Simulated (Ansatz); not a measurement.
# WSe2 in the 2H-MoS2 type structure (space group P6_3/mmc, No. 194; layered, stacked along the Cartesian z axis)

```yaml
crystal:
  lattice:
    - [3.23056, 0.00000, 0.00000]
    - [-1.61528, 2.79774, 0.00000]
    - [0.00000, 0.00000, 12.41193]
  atoms:
    - { symbol: W, position: [0.33333, 0.66667, 0.25000] }
    - { symbol: W, position: [0.66667, 0.33333, 0.75000] }
    - { symbol: Se, position: [0.33333, 0.66667, 0.61456] }
    - { symbol: Se, position: [0.66667, 0.33333, 0.11456] }
    - { symbol: Se, position: [0.66667, 0.33333, 0.38544] }
    - { symbol: Se, position: [0.33333, 0.66667, 0.88544] }
```

Calculations: PBEsol-D3(BJ) (Ansatz, a quantum-chemistry and plane-wave program, PAW, no spin-orbit coupling). k-mesh 12×12×3 (Γ-centred); smearing 0.05 eV (Fermi–Dirac).

| Quantity | Result |
|---|---|
| Volume per atom | 18.70 Å³ |
| Density | 10.12 g/cm³ |
| Band gap | 0.67 eV, indirect, Γ → K–Γ (47 % along) |
| Hole mass | 1.5 mₑ along c, 0.60 mₑ across |
| Total energy | -7036.047 eV/atom (σ→0; compares only within this code and set-up) |

Spin-orbit coupling, missing from the scalar runs, can matter with W. Effective masses come from finite differences of ±0.01 Å⁻¹. Stability against distortions was not tested.
